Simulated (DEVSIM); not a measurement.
Structure: abrupt InP n-p junction, at 400 K.

```
layer (left to right)  material  thickness (μm)  Nd (cm⁻³)  Na (cm⁻³)  τn (s)  τp (s)
---------------------  --------  --------------  ---------  ---------  ------  ------
1                           InP           0.430     9.4e15          -    2e-9    2e-9
2                           InP            6.30          -     4.9e14    2e-9    2e-9
```

Left contact: ohmic. Right contact: ohmic. Voltage is applied to the left contact. Recombination: SRH at mid-gap, Auger. Mobility is μmin + (μ − μmin)/(1 + (N/Nref)^α).

This is a model device: material constants are rounded textbook-type values typed into the input, and sizes, dopings and lifetimes were drawn at random. Values at 300 K; Nc and Nv go as T^1.5, mobilities as T to minus their exponent, the gap by Varshni's rule with the affinity fixed.

```csv
parameter,InP
gap (eV),1.344
affinity (eV),4.38
permittivity,12.5
Nc (cm⁻³),5.7e17
Nv (cm⁻³),1.1e19
μn (cm²/Vs),5200
μp (cm²/Vs),170
"μn,min",400
"μp,min",10
"Nref,n",3e17
"Nref,p",4.9e17
αn,0.47
αp,0.62
T exponent of μn,2
T exponent of μp,2
Cn (cm⁶/s),9e-31
Cp (cm⁶/s),9e-31
Varshni α (eV/K),0.000363
Varshni β (K),162
```

Model (solved in DEVSIM): 1D drift-diffusion, Boltzmann statistics, complete ionisation; no tunnelling, impact ionisation, image-force lowering or self-heating.

The temperature was swept, all else fixed.

| temperature (K) | potential step across the device at zero bias (V) | dark forward voltage at 1 A/cm² (V) | dark forward voltage at 100 A/cm² (V) | largest field in the device at zero bias (V/cm) |
|---|---|---|---|---|
| 250 | 1.067 | [?] | [?] | 12000 |
| 300 | 0.979 | 0.829 | 1.177 | 11000 |
| 350 | 0.888 | 0.719 | 1.174 | 11000 |
| 400 | 0.795 | 0.608 | 1.184 | 10000 |
| 450 | 0.700 | 0.496 | 1.208 | 10000 |
| 500 | 0.603 | 0.385 | 1.246 | 9700 |

Task: Some entries are withheld; supply them.

Result: 
- 250, dark forward voltage at 1 A/cm² (V): 0.938
- 250, dark forward voltage at 100 A/cm² (V): 1.194
